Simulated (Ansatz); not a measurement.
Subject: the energy of the reaction as written. Reaction: Sc (hcp) + 2 Si (diamond) + 4 As (R-3m) → cell A. The sign is products less reactants.

Cell A: a stack of composition ScSi2As4 on the in-plane vectors of As (R-3m) (0001), but not a cut of that crystal, 7 atoms, hexagonal cell of 3.78 Å (12.4 Å²), symmetry P-6m2 within 0.02 Å, 10.0 Å thick under 16 Å of vacuum, so it may be strained; planes from bottom to top: As | Si | As | Sc | As | Si | As; foreign atoms: Sc bound to 6 As at 2.72 Å; two times Si bound to 4 As at 2.32–2.43 Å; a model cell; spin state with PBE: no moments, k-point mesh 9×9×1.
```
CELL_PARAMETERS angstrom
      3.78426     0.00000     0.00000
     -1.89213     3.27727     0.00000
      0.00000     0.00000    25.65856
ATOMIC_POSITIONS crystal
  Sc 0.33333 0.66667 0.50000
  As 0.66667 0.33333 0.56313
  Si 0.66667 0.33333 0.65353
  As 0.00000 0.00000 0.69498
  As 0.66667 0.33333 0.43687
  Si 0.66667 0.33333 0.34647
  As 0.00000 0.00000 0.30502
```

Reference: Sc (hcp, P6₃/mmc), 2 atoms in the cell, k-point mesh 24×24×12 on the run's own vectors. Conventional cell: a = 3.2668 Å, b = 3.2668 Å, c = 5.0936 Å, α = 90.00°, β = 90.00°, γ = 120.00°.

Reference: Si (diamond, Fd-3m), 2 atoms in the cell, k-point mesh 10×10×10 on the run's own vectors. Conventional cell: a = 5.4210 Å, b = 5.4210 Å, c = 5.4210 Å, α = 90.00°, β = 90.00°, γ = 90.00°.

Reference: As (R-3m), 2 atoms in the cell, the relaxed perfect crystal repeated, atoms not moved again, k-point mesh 9×9×8 on the run's own vectors.

All numbers come from Ansatz (a first-principles code), plane waves with PAW, its PAW set soft_1, cutoff 420 eV, 500 eV for r2SCAN. The structures are at rest with PBE+D3(BJ), within the held lattices; other levels are single points on them. Neutral cells; Fermi-Dirac smearing of at most 0.10 eV in the solids, energies taken to zero width. The lattices are those relaxed with PBE+D3(BJ) or held as stated, so at other levels the solids can be strained, which adds to the spread. A dispersion term (D3(BJ), or D4 for r2SCAN) was computed beside these levels and is taken off wherever the name lacks it. Space groups of crystals are read within 0.01 Å. Static lattices, no vibrational contributions. Cells are local rest points, mostly with their start's symmetry. Values are for these cell sizes. Cell A has symmetry P-6m2 within 0.02 Å and got no random move, so less symmetric positions, which may lie lower, weren't tried.

Give the value at the level PBE.

-1.74 eV, for Sc (hcp) + 2 Si (diamond) + 4 As (R-3m) → cell A.

What do the other levels give, and how wide is the spread?


```
Level       value (eV)  less PBE
----------  ----------  --------
PBE+D3(BJ)       -1.13      0.61
r2SCAN           -2.26     -0.52
r2SCAN+D4        -2.01     -0.27
```

The levels shown span 1.13 eV, from r2SCAN (-2.26) to PBE+D3(BJ) (-1.13).
